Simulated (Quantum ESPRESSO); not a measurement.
Quantum ESPRESSO is run on BaAs2O6 (C2/c, 18 atoms in the cell), and the run fails. The aim is a self-consistent single point with DFT, PBEsol, plane waves, GBRV 1.5 ultrasoft (PBESOL) pseudopotentials.

Cell that was meant: a = 9.6753 Å, b = 9.6753 Å, c = 5.0088 Å, α = 103.78°, β = 103.78°, γ = 135.06°.

Part of the input:

```fortran
ATOMIC_SPECIES
Ba   137.3270  ba_pbesol_v1.uspp.F.UPF
As    74.9216  as_pbesol_v1.uspp.F.UPF
O     15.9990  o_pbe_v1.2.uspp.F.UPF
ATOMIC_POSITIONS {bohr}
Ba    5.5134394299   12.0616966853    1.8504188764
Ba    2.5636544281  -12.0616966853    5.5512566291
```

Log, with long lists cut:

```
           3          10

 %%%%%%%%%%%%%%%%%%%%%%%%%%%%%%%%%%%%%%%%%%%%%%%%%%%%%%%%%%%%%%%%%%%%%%%%%%%%%%
     Error in routine set_dft_from_name (4):
      conflicting values for igcx
 %%%%%%%%%%%%%%%%%%%%%%%%%%%%%%%%%%%%%%%%%%%%%%%%%%%%%%%%%%%%%%%%%%%%%%%%%%%%%%

     stopping ...
```

Q: From the messages shown, name the fault and mend the input.

A: The fault is potentials made for another functional; here the program stops on it instead of giving results. To fix it, use potentials made for the functional of the run. The program stopped before any SCF iteration.

An input that runs soundly differs in these lines (not the only fix; some lines may just follow from the change or write a value another way):
```diff
-O     15.9990  o_pbe_v1.2.uspp.F.UPF
+O     15.9990  o_pbesol_v1.2.uspp.F.UPF
```

With that input, the run converged in 15 iterations: free energy E − TS -9354.3803 eV; top of the valence band (on the code's own zero) 5.22 eV; gap on the k-point mesh 3.08 eV; pressure 3.00 GPa; largest force (vector length) 0.941 eV/Å (DFT, PBEsol, plane waves, GBRV 1.5 ultrasoft (PBESOL) pseudopotentials).

On the sound input: the starting cell comes from a database of computed structures (which also holds hypothetical and non-ambient phases and stackings), without a prior relaxation at this level. Its lattice was rescaled by a random factor within 2.5 % of one.
